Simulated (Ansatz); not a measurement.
Base system: Ge in the diamond structure (space group Fd-3m, No. 227; a = 5.676 Å). Axes: x, y, z lie along the cube axes.

The values are results of PBEsol in Ansatz (plane waves to 420 eV, PAW, without spin-orbit coupling), not measurements.

For the base:

- Volume per atom = 22.86 Å³

One thing is altered: biaxial strain −1.00 %, plane normal [001], relaxed out of plane (Cartesian); in-plane vectors clamped, the third vector and the atoms free.

Question: What happens to the volume per atom and energy relative to the base?

Answer: The volume per atom shrinks by 0.29 Å³ (22.86 Å³ → 22.57 Å³); the energy goes up by 1.8 meV/atom.

Stability against distortions was not tested.

Ansatz is a program for electronic structure.
